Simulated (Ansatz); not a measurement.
Consider MoTe2 (space group P6_3/mmc, No. 194; layered, stacked along the Cartesian z axis).

```
CELL_PARAMETERS angstrom
      3.43402     0.00000     0.00000
     -1.71701     2.97395     0.00000
      0.00000     0.00000    13.32941
ATOMIC_POSITIONS crystal
  Te 0.66667 0.33333 0.38621
  Te 0.33333 0.66667 0.88621
  Te 0.33333 0.66667 0.61379
  Te 0.66667 0.33333 0.11379
  Mo 0.66667 0.33333 0.75000
  Mo 0.33333 0.66667 0.25000
```

Cartesian axes are those of the cell as printed.

All numbers come from Kohn–Sham DFT with the PBEsol-D3(BJ) functional, run in Ansatz (a first-principles code) with PAW and 420 eV plane waves, no spin-orbit coupling.

Before the change:

The width of the top valence band is 1.19 eV. The band gap comes out as 0.33 eV.

One thing is altered: the cell is stretched by 1.80 % along z with no lateral relaxation; the atoms relax in the strained cell.

Question: What happens to the energy relative to the base, width of the top valence band, stress and band gap?

Answer: The energy goes up by 2.2 meV/atom; the width of the top valence band falls by 0.15 eV, from 1.19 eV to 1.04 eV; the stress (xx, yy, zz, yz, xz, xy; compression positive) amounts to (-0.39, -0.39, -1.63, 0.00, 0.00, 0.00) GPa; the band gap increases by 0.166 eV, from 0.33 eV to 0.49 eV.

Spin-orbit coupling, missing from the scalar runs, can matter with Te. No phonon test of stability was made.
